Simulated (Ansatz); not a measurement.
Consider a periodic stack without vacuum, 3C silicon carbide (1 1 1) on wurtzite AlN (0 0 1) (film strained to the substrate, started from cuts of the bulks and a machine-learned relaxation; slabs Al6N6 and C5Si5, which can lie off the formulas): substrate slab Al6N6, film C5Si5, surface cells [[0, 1], [-1, 0]] and [[0, -1], [1, -1]], film strained by +1.1 and +1.1 %, outermost planes N/Al and Si/C as cut, which need not be the usual terminations and can put a slab off its formula. Its start:

```xyz
22
Lattice="3.1303 0.0000 0.0409 1.5651 2.7109 0.0454 -1.4690 -1.1043 28.0361" Properties=species:S:1:pos:R:3 pbc="T T T"
Al     2.0069     1.0814     1.4830
Al     3.5095     1.9634     4.0425
N      1.9564     1.0651     3.3735
N      3.5816     1.9889     0.9322
Al     1.8795     1.0393     6.5161
Al     3.3998     1.9158     9.0328
N      1.8425     1.0177     8.4256
N      3.4552     1.9484     5.9328
Al     1.8368     0.9849    11.4971
Al     3.4834     1.8824    14.1102
N      1.9027     0.9845    13.4432
N      3.4056     1.8948    10.9556
C      0.6954     0.0909    17.1624
C      2.2751     0.9621    19.7124
C     -0.8838    -0.8791    22.1700
C      0.6278     0.0072    24.7069
C      2.1415     0.8818    27.2808
Si     0.6933     1.9043    16.6153
Si     0.7157     0.0644    19.1011
Si     2.2560     0.9340    21.6144
Si    -0.9269    -0.8895    24.0540
Si     0.5872    -0.0163    26.5698
```

The start was prepared with a machine-learned potential, and the result is one local minimum, with the in-plane cell held and forces under 0.04 eV/Å; the film can end far from its bulk form.

Level of theory: PBE (plane waves to 420 eV, PAW; Ansatz, a program for electronic structure). Spin–orbit coupling is left out; the runs are not spin-polarised; PBE gaps are too small against experiment. Its k-point mesh 8×8×1, Fermi–Dirac width 0.05 eV.

Q: Predict the relaxed interface.

A: 
- interface area: 8.5 Å²
- period: 28.25 Å
- heights between the nearest atoms of the two slabs at the two interfaces: 2.53 and 1.60 Å
- C–N contacts across the interfaces within 1.22 times the sum of covalent radii: 1, mean 1.60 Å
- Al–Si contacts across the interfaces within 1.22 times the sum of covalent radii: 1, mean 2.53 Å
- two interfaces: unlike, so that offsets are their mean
